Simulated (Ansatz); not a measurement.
Input and output of a self-consistent single point for WS2 (P3m1, 3 atoms in the cell) (Ansatz, an electronic-structure program).

Method: PBEsol, default PAW files made with PBE (plane waves; Ansatz).

```
WS2
1.0
    3.16760     0.00000     0.00000
   -1.58380     2.74322     0.00000
    0.00000     0.00000    16.86583
W S
1 2
Cartesian
  0.00000   0.00000   0.05001
  0.00000   1.82882  15.31417
  0.00000   1.82882   1.55166
```

Reference input (self-consistent single point, DFT, PBEsol, plane waves, default PAW files made with PBE): basis.ecutwfc = 420 eV; kpoints.mp_grid.grid = 9 9 2; hamiltonian.xc = pbesol; hamiltonian.pseudopotentials = {kind: paw} (the program's default PAW files); scf.occupations.method = fixed. This run's input differs from it in these lines:

Ansatz 0.2 input:
```diff
@@ -10,3 +10,3 @@
 basis:
-  ecutwfc: 420.0
+  ecutwfc: 170.0
 kpoints:
```

Output (repeated stretches shortened):

```
SCF iter   1: F=—  HF=-12018.019093 eV  |F-HF|=—  |Δ(HF+E_count)|=         —  Δρ=4.73e-2  dr2=1.94e0  ethr=1.77e-3  ⟨swp⟩=5.9  Hψ=2187  notcnv=0  defer=42
all-band conjugate gradients solve this SCF's bands
preconditioner: auto → none
SCF iter   2: F=—  HF=-12017.489732 eV  |F-HF|=—  |Δ(HF+E_count)|=   5.29e-1  Δρ=2.76e-2  dr2=1.81e0  ethr=1.77e-3  ⟨swp⟩=3.1  Hψ=1112  notcnv=0  defer=44
SCF iter   3: F=—  HF=-12017.365711 eV  |F-HF|=—  |Δ(HF+E_count)|=   1.24e-1  Δρ=1.79e-2  dr2=1.19e0  ethr=1.77e-3  ⟨swp⟩=3.2  Hψ=838  notcnv=0  defer=48
   [... lines left out ...]
SCF iter   6: F=—  HF=-12017.137155 eV  |F-HF|=—  |Δ(HF+E_count)|=   2.99e-3  Δρ=1.34e-3  dr2=2.21e-3  ethr=1.05e-4  ⟨swp⟩=2.2  Hψ=600  notcnv=0  defer=48
SCF iter   7: F=—  HF=-12017.136755 eV  |F-HF|=—  |Δ(HF+E_count)|=   4.00e-4  Δρ=3.12e-4  dr2=7.52e-5  ethr=8.49e-6  ⟨swp⟩=2.5  Hψ=662  notcnv=0  defer=48
SCF iter   8: F=—  HF=-12017.134977 eV  |F-HF|=—  |Δ(HF+E_count)|=   1.78e-3  Δρ=5.37e-5  dr2=2.39e-6  ethr=2.89e-7  ⟨swp⟩=2.3  Hψ=644  notcnv=0  defer=42
SCF iter   9: F=-12017.134978 eV  HF=-12017.134978 eV  |F-HF|=6.67e-8  |Δ(HF+E_count)|=   8.62e-7  Δρ=8.73e-6  dr2=5.24e-8  ethr=3.85e-10  ⟨swp⟩=8.5  Hψ=2907  notcnv=0
SCF 1 converged in 9 iterations: F = -12017.134978 eV  dr2 = 5.24e-8
Free energy (F): -12017.134978 eV
Internal energy: -12017.134978 eV  (E = F + TS)
E sigma→0 (E₀):  -12017.134978 eV
Fermi energy:    0.309952 eV
--- Forces (eV/Å), atoms counted from 1 ---
  atom   1  W      0.00000000    -0.00000000    -1.92008777
  atom   2  S     -0.00000000     0.00000000     1.09497110
  atom   3  S      0.00000000    -0.00000000     0.82531456
--- Stress (GPa, compression-positive) ---
        0.670576       0.000000      -0.000000
        0.000000       0.670576      -0.000000
       -0.000000      -0.000000      -0.549708
  P = ⅓ Tr σ = 0.2638 GPa (2.638 kbar)
  The stress holds the Pulay correction. Without it, at fixed plane waves, as pw.x and ABINIT print it: P = -46.4465 GPa
```

The run converged in 9 iterations. Against the reference run the free energy rises by 3.96 eV/atom, the pressure goes from -0.11 to 0.26 GPa, the largest force goes from 1.673 to 1.920 eV/Å and the gap on the mesh goes from 1.757 to 1.704 eV.

The starting cell comes from a database of computed structures (which also holds hypothetical and non-ambient phases and stackings), without a prior relaxation at this level. Its lattice was rescaled by up to half a per cent. One atom was moved a little off its site on purpose. Spin-orbit coupling is off. Forces in this geometry exceed 1 eV/Å. Ansatz's pressure includes its estimate of the finite-basis (Pulay) stress. Without the estimate this run gives -46.45 GPa. The cutoff lies below the one recommended for these files.
